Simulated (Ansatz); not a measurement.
We consider ZnO (model structure, started from the CsCl type, Pm-3m, No. 221, 2 atoms in the cell), described by PBE0 (Ansatz, a program for electronic structure, plane waves, PAW).

Settings: plane-wave cutoff 460 eV, 10×10×10 k mesh, Fermi–Dirac smearing 0.01 eV, scalar-relativistic PAW data made under PBE.

Cell (relaxed with PBEsol):

ZnO is taken in the cubic space group Pm-3m (No. 221), the CsCl type structure, Pearson symbol cP2. Conventional cell: a = b = c = 2.644 Å, α = β = γ = 90.00°. Zn on 1a is coordinated by 8 O at 2.290 Å (cubic). O on 1b is surrounded by 8 Zn at 2.290 Å (cubic). (Neighbours: up to the widest gap in distance over summed covalent radii, below 1.35, at either atom; cation-cation and far metal-metal contacts left out.)

Task: Give the computed band gap and smallest direct gap on the k points sampled.

Result: 
band gap: 1.49 eV (on the SCF k mesh) (indirect)
smallest direct gap on the k points sampled: 2.78 eV

Note: the relaxation could raise the start's symmetry but not lower it, so the cell can be a saddle point; cell and atoms aren't relaxed at this level (pressure 0.4 GPa).

The computed numbers hold no vibrational or temperature effects.

A model structure was made by putting elements into a prototype or built by hand; it is no filed structure, need not be a known phase, and can be a saddle point held by its symmetry.
